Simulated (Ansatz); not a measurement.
Do energy and pressure agree? Two volumes of InSb (R3m, 2 atoms in the cell)

```yaml
crystal:
  lattice:
    - [0.00000, 3.23028, 3.23028]
    - [3.23028, 0.00000, 3.23028]
    - [3.23028, 3.23028, 0.00000]
  atoms:
    - { symbol: In, position: [0.00447, 0.00447, 0.00447] }
    - { symbol: Sb, position: [0.25000, 0.25000, 0.25000] }
```

Computed with LDA (PW92), PAW files made with PBE (plane waves; Ansatz, a quantum-chemistry and plane-wave program).

Settings: basis.ecutwfc = 1010 eV; kpoints.mp_grid.grid = 7 7 7; hamiltonian.xc = lda; hamiltonian.pseudopotentials = {kind: paw} (the program's default PAW files); scf.occupations.method = fermi_dirac; scf.occupations.width = 0.01 eV. This cutoff ends a ladder whose last two steps agree within 1 meV/atom.

The second cell is the first with its lattice scaled by 0.98, at the same fractional positions.

The starting cell has typed, rounded lattice constants, without a prior relaxation at this level. Its lattice was rescaled by up to half a per cent. One atom was moved a little off its site on purpose. Ansatz's pressure includes its estimate of the finite-basis (Pulay) stress. The run gives no clean gap (levels at the Fermi energy touch, overlap or are partly filled at this smearing), which alone does not show that the compound is a metal.

| cell | volume (Å³/atom) | pressure (GPa) | F less the first cell's (meV/atom) |
|---|---|---|---|
| first | 33.7070 | -0.16 | 0.00 |
| second | 31.7248 | 3.05 | ? |

Q: Estimate the energy of the second cell from the pressures, and the bulk modulus between the two volumes.

A: With P = −dF/dV, the trapezoid gives ΔF ≈ −(P₁ + P₂)/2 · ΔV = −(1.445 GPa) · (-1.9822 Å³) = 17.88 meV/atom (1 eV/Å³ = 160.22 GPa). The modulus at fixed fractional positions is B = −ΔP/Δln V = 53 GPa, a mean over the interval. P(V) is curved, so the trapezoid lies high by about |ΔV|³·B·(1 + B′)/(12·V̄²) = 1.00 meV/atom for an assumed B′ = 4, which leaves 16.88 meV/atom. The runs gave 16.77 meV/atom, a miss of 0.11 meV/atom. Cases were kept where this miss is small, so the page shows the method and is no test of it.

Left out of this page: 15 runs of the series outside the window shown, repeating another row's setting, or not comparable.

Keys are those of Ansatz 0.2.
